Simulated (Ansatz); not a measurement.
Input and output of a zone-centre phonon calculation for V3Pt (Pm-3n, 8 atoms in the cell) (Ansatz, an electronic-structure program).

Level of theory: LDA (PW92), default PAW files made with PBE (plane waves; Ansatz).

```yaml
crystal:
  lattice:
    - [4.77373, 0.00000, 0.00000]
    - [0.00000, 4.77373, 0.00000]
    - [0.00000, 0.00000, 4.77373]
  atoms:
    - { symbol: V, position: [0.00000, 0.75000, 0.50000] }
    - { symbol: V, position: [0.00000, 0.25000, 0.50000] }
    - { symbol: V, position: [0.75000, 0.50000, 0.00000] }
    - { symbol: V, position: [0.25000, 0.50000, 0.00000] }
    - { symbol: V, position: [0.50000, 0.00000, 0.75000] }
    - { symbol: V, position: [0.50000, 0.00000, 0.25000] }
    - { symbol: Pt, position: [0.00000, 0.00000, 0.00000] }
    - { symbol: Pt, position: [0.50000, 0.50000, 0.50000] }
```

Reference input (self-consistent single point, DFT, LDA (PW92), plane waves, default PAW files made with PBE): basis.ecutwfc = 420 eV; kpoints.mp_grid.grid = 7 7 7; hamiltonian.xc = lda; hamiltonian.pseudopotentials = {kind: paw} (the program's default PAW files); scf.occupations.method = fermi_dirac; scf.occupations.width = 0.1 eV. This run's input differs from it in these lines:

Ansatz 0.2 input:
```diff
@@ -18,3 +18,3 @@
 kpoints:
-  mp_grid: { grid: [7, 7, 7] }
+  mp_grid: { grid: [6, 6, 6] }
 hamiltonian:
@@ -24,6 +24,4 @@
   occupations: { method: fermi_dirac, width: 0.1 eV }
-output:
-  forces: true
-  eigenvalues: true
-  stress: true
+phonons:
+  method: dfpt
```

Output, abridged:

```
SCF iter   1: F=—  HF=-41656.420373 eV  |F-HF|=—  |Δ(HF+E_count)|=         —  Δρ=8.37e-3  dr2=3.03e-2  ethr=1.77e-3  ⟨swp⟩=4.2  Hψ=13693  notcnv=0
all-band conjugate gradients solve this SCF's bands
preconditioner: auto → Kerker (q_TF=auto, 2.750 Å⁻¹)
SCF iter   2: F=—  HF=-41656.413148 eV  |F-HF|=—  |Δ(HF+E_count)|=   7.23e-3  Δρ=3.89e-3  dr2=6.39e-3  ethr=2.66e-5  ⟨swp⟩=2.5  Hψ=7361  notcnv=0
   [... lines left out ...]
SCF iter   7: F=—  HF=-41656.412263 eV  |F-HF|=—  |Δ(HF+E_count)|=   5.70e-9  Δρ=2.86e-6  dr2=8.20e-9  ethr=3.32e-11  ⟨swp⟩=2.9  Hψ=9360  notcnv=0
SCF iter   8: F=—  HF=-41656.412263 eV  |F-HF|=—  |Δ(HF+E_count)|=   2.67e-9  Δρ=6.65e-7  dr2=4.81e-10  ethr=7.19e-12  ⟨swp⟩=2.1  Hψ=7599  notcnv=0
SCF iter   9: F=—  HF=-41656.412263 eV  |F-HF|=—  |Δ(HF+E_count)|=  4.37e-11  Δρ=1.85e-7  dr2=3.26e-11  ethr=1.00e-12  ⟨swp⟩=1.0  Hψ=4416  notcnv=0
SCF iter  10: F=-41656.412263 eV  HF=-41656.412263 eV  |F-HF|=1.46e-11  |Δ(HF+E_count)|=  1.46e-11  Δρ=3.75e-8  dr2=1.29e-12  ethr=1.00e-12  ⟨swp⟩=5.0  Hψ=16646  notcnv=0
SCF 1 converged in 10 iterations: F = -41656.412263 eV  dr2 = 1.29e-12
DFPT response loops at Γ: preconditioner auto → Kerker (q_TF=auto, 2.750 Å⁻¹) (partly filled bands, converged f_vac=0.000) …
Free energy (F): -41656.412263 eV
Internal energy: -41656.071842 eV  (E = F + TS)
E sigma→0 (E₀):  -41656.242052 eV
Entropy (-TS):   -0.340420 eV (-42.553 meV/atom)
Fermi energy:    18.997399 eV
--- Phonons (Γ-DFPT): 3 representative perturbations + reference, on 64 of 216 k-points (Σ response iterations 10) ---
  k mesh reduced under 4 symmetry operations, with k and −k counted as one. Each operation leaves every solved displacement unchanged or reverses it
  ASR residual: 1.131e-3 → 0.000e0 eV/Å²; symmetrization residual: 9.549e-6 eV/Å²
  ASR residual per site (eV/Å²): 1.13e-3 1.13e-3 1.13e-3 1.13e-3 1.13e-3 1.13e-3 4.29e-4 4.29e-4
  Γ frequencies (cm⁻¹): 0.00 0.00 0.00 96.20 96.20 96.20 151.94 151.94 151.94 186.44 186.44 186.44 188.25 188.25 188.25 242.61 242.61 242.61 245.04 245.04 245.04 269.79 278.09 278.09
  non-analytic LO–TO correction: not included (Born effective charges unavailable; polar crystals: no LO–TO splitting at Γ)
```

The run converged in 10 iterations. 

Summary of the result:
- Free energy E − TS (on the zero of these files) = -41656.4123 eV
- Fermi level (on the code's own zero) = 19.00 eV
- Zone-centre frequencies (cm⁻¹; negative means imaginary) = 0, 0, 0, 96, 96, 96, 152, 152, 152, 186, 186, 186, 188, 188, 188, 243, 243, 243, 245, 245, 245, 270, 278, 278

The starting cell comes from a database of computed structures (which also holds hypothetical and non-ambient phases and stackings), without a prior relaxation at this level. Its lattice was rescaled by up to half a per cent. Spin polarisation is off.

Cost on one core of a shared machine: roughly 3 min.
